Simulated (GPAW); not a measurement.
Input and output of a self-consistent single point for Pb (Im-3m, 1 atom in the cell) (GPAW).

Computed with PBEsol, GPAW PAW datasets PBEsol (made by gpaw-setup) (plane waves; GPAW).

The change in words: lattice scaled by 0.98. Reference geometry:
```
Pb
1.0
   -1.97966     1.97966     1.97966
    1.97966    -1.97966     1.97966
    1.97966     1.97966    -1.97966
Pb
1
Direct
  0.00000   0.00000   0.00000
```

Reference input (self-consistent single point, DFT PBEsol, plane waves, GPAW PAW datasets PBEsol (made by gpaw-setup)): mode = pw; ecut = 550 eV; xc = PBEsol; kpts = 15 15 15; mesh shift (steps) = 0 0 0; occupations.name = fermi-dirac; occupations.width = 0.1 eV; nbands = -7; convergence.density = 1e-05 e/electron; convergence.energy = 1e-05 eV/electron; symmetry.symmorphic = false; symmetry.tolerance = 0.0005. This run's input differs from it in these lines:

```diff
@@ -5,5 +5,5 @@
 atoms = Atoms(['Pb'],
-              cell=[[-1.979660, 1.979660, 1.979660],
-                    [1.979660, -1.979660, 1.979660],
-                    [1.979660, 1.979660, -1.979660]],
+              cell=[[-1.940067, 1.940067, 1.940067],
+                    [1.940067, -1.940067, 1.940067],
+                    [1.940067, 1.940067, -1.940067]],
               scaled_positions=[[0.000000, 0.000000, 0.000000]],
```

Output, abridged:

```
     iter     time        total  log10-change:
                         energy   eigst   dens
iter:   1 --:--:--    -4.221135
iter:   2 --:--:--    -4.222144   -1.83  -1.79
iter:   3 --:--:--    -4.207692   -2.25  -1.82
iter:   4 --:--:--    -4.209749   -3.40  -2.46
iter:   5 --:--:--    -4.207334   -2.99  -2.51
iter:   6 --:--:--    -4.206055   -4.35  -2.71
iter:   7 --:--:--    -4.205873   -4.81  -3.04
iter:   8 --:--:--    -4.205940   -5.28  -3.22
iter:   9 --:--:--    -4.205904c  -5.01  -3.44
iter:  10 --:--:--    -4.205907c  -6.47  -3.68
iter:  11 --:--:--    -4.205909c  -7.01  -3.74
iter:  12 --:--:--    -4.205909c  -7.06  -4.18
iter:  13 --:--:--    -4.205909c  -8.17c -5.10c
Converged after 13 iterations.

Dipole moment: (0.000000, -0.000000, -0.000000) |e|*Ang

Energy contributions relative to reference atoms: (reference = -567122.994260)

Kinetic:         +8.331360
Potential:       -8.122852
External:        +0.000000
XC:              -4.389708
Entropy (-ST):   -0.020333
Local:           -0.014543
SIC:             +0.000000
--------------------------
Free energy:     -4.216076
Extrapolated:    -4.205909

Showing only first 2 kpts
 Kpt  Band  Eigenvalues  Occupancy
  0     5     -4.09049    2.00000
  0     6     15.82853    0.00000
  0     7     15.82853    0.00000
  0     8     15.82853    0.00000

  1     5     -3.99637    2.00000
  1     6     14.82485    0.00000
  1     7     15.49163    0.00000
  1     8     15.68947    0.00000

Fermi level: 7.84159

No gap
No difference between direct/indirect transitions
Energy (eV): -4.205909

Forces in eV/Ang:
  0 Pb   -0.00000   -0.00000   -0.00000

Stress tensor:
    -0.005587    -0.000000     0.000000
    -0.000000    -0.005587     0.000000
     0.000000     0.000000    -0.005587
Stress (GPa, Voigt): [-0.8951 -0.8951 -0.8951  0.      0.     -0.    ]
```

The run converged in 13 iterations. GPAW prints stress with tension positive. Against the reference run the free energy falls by 5.3 meV/atom and the pressure goes from -1.79 to 0.90 GPa.

The starting cell comes from a database of computed structures (which also holds hypothetical and non-ambient phases and stackings), without a prior relaxation at this level. For this run, on top of that: lattice scaled by 0.98.
